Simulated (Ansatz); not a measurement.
An Ansatz (a program for electronic structure) run: HfS2 with a change (pressure 3 GPa); Ansatz PBEsol-D3(BJ), no spin-orbit coupling.

Input:

Ansatz 0.2 input:
```yaml
crystal:
  lattice:
    - [3.523686428, 0, 0]
    - [-1.761843214, 3.0516019616, 0]
    - [0, 0, 5.4834259691]
  atoms:
    - { symbol: Hf, position: [0, 0, 0] }
    - { symbol: S, position: [0.6666666667, 0.3333333333, 0.2673276297] }
    - { symbol: S, position: [0.3333333333, 0.6666666667, 0.7326723703] }
basis: { ecutwfc: 420, ecutrho_ratio: 4, xc_grid: 2, fft_grid_basis: typed }
kpoints: { mp_grid: { grid: [11, 11, 6] } }
hamiltonian:
  xc: pbesol
  dispersion: d3bj
  pseudopotentials: { kind: paw }
scf: { occupations: { method: fermi_dirac, width: 0.05 } }
relax: { f_tol: 0.01, max_steps: 60, cell: { stress_tol: 0.02, p_target: 3.0 } }
output: { forces: true, stress: true }
checkpoint: { write: state.ck, write_every: 1000 }
```

Output (explanatory and most iteration lines left out):

```
Relaxation: its limit of steps is 60 (relax.max_steps)
Pseudopotential: Hf, paw, valence charge 26
Pseudopotential: S, paw, valence charge 6
Crystal: 3 atoms, lattice volume = 58.963 Å³
Basis set: ecut = 420 eV, 1129 PW (Γ), exchange–correlation on 48×48×80 points (8 copies of the dense FFT grid, shifted against one another)
Bands: 23, of which v1, the nominal top of the filled ones, is band 19 counted from 1 (18 counted from 0)
Symmetry: 12 space group operations
Space group: P-3m1 (ITA 164), of the structure as read, at distance tolerance 3.9e-5 Å
k-points: 84 of 726
Functional: x = pbesol(κ = 0.804, μ = 0.12345679012345678), c = pbesol(β = 0.046)
SCF iter   1: F=—  HF=-17373.543269 eV  |F-HF|=—  |Δ(HF+E_count)|=         —  Δρ=5.24e-3  dr2=2.64e-2  ethr=1.77e-3  ⟨swp⟩=5.4  Hψ=8242  notcnv=0
SCF iter   2: F=—  HF=-17373.537867 eV  |F-HF|=—  |Δ(HF+E_count)|=   5.40e-3  Δρ=1.96e-3  dr2=2.49e-3  ethr=6.95e-5  ⟨swp⟩=1.7  Hψ=2721  notcnv=0
SCF 1 converged in 7 iterations: F = -17373.537690 eV  dr2 = 4.56e-8
relax step   1: F+E_penalty+E_count = -17373.53769045 eV  Δ(F+E_penalty+E_count) = +0.000e0 eV  max|allowed force component| = 2.678e-3 eV/Å  Δτ_max = 0.0000 Å  P = +1.493 GPa  Ω = 58.963 Å³  (7 SCF iters, dr2 threshold 1.00e-7 eV, accepted)
[... steps on the carried basis left out ...]
relax step   5: F+E_penalty+E_count = -17373.51730178 eV  Δ(F+E_penalty+E_count) = +2.391e-4 eV  max|allowed force component| = 3.377e-3 eV/Å  Δτ_max = 0.0000 Å  P = +2.997 GPa  Ω = 57.501 Å³  stress off target by 8.35e-3 GPa  SCF on the basis re-selected at this cell (its energy is not comparable with the rows above)  (7 SCF iters)
SCF converged after 7 iterations
Free energy (F): -17373.517302 eV
Internal energy: -17373.516669 eV  (E = F + TS)
E sigma→0 (E₀):  -17373.516985 eV
Entropy (-TS):   -0.000633 eV (-0.211 meV/atom)
Fermi energy:    12.017360 eV
  E_disp       = -1.070715  (pairwise vdW)
--- Forces (eV/Å), atoms counted from 1 ---
  atom   1  Hf     0.00000000    -0.00000000     0.00000000
  atom   2  S      0.00000000    -0.00000000    -0.00337727
  atom   3  S      0.00000000     0.00000000     0.00337727
--- Stress (GPa, compression-positive) ---
        2.991654       0.000000      -0.000000
        0.000000       2.991654       0.000000
       -0.000000      -0.000000       3.006433
  P = ⅓ Tr σ = 2.9966 GPa (29.966 kbar)
--- Relaxed structure (4 steps of the walk, 3 accepted, 1 SCFs on fresh bases) ---
  cell:  # Å, volume = 57.5015 Å³
    - [3.5018937315718484, -3.719667190860389e-33, -8.488318517773957e-18]
    - [-1.7509468657859242, 3.0327289328947047, 4.244159258886975e-18]
    - [-1.3209196432644326e-17, 3.6177523326067415e-33, 5.414301076326224]
  atoms:
    - { symbol: Hf, position: [3.9600135343742196e-35, 2.454359269567483e-35, 2.6363133281885224e-20] }
    - { symbol: S, position: [0.6666666666666666, 0.33333333333333326, 0.2715636864388343] }
    - { symbol: S, position: [0.33333333333333326, 0.6666666666666665, 0.7284363135611659] }
```

Spin-orbit coupling, missing from the scalar runs, can matter with Hf. Load acts through the strain it causes; cell and atoms are relaxed under it. Whether these cells are dynamically stable was not tested. The cell was made from HfS2 in the CdI2 type structure (space group P-3m1, No. 164; layered, stacked along the Cartesian z axis) by this change: pressure 3 GPa.
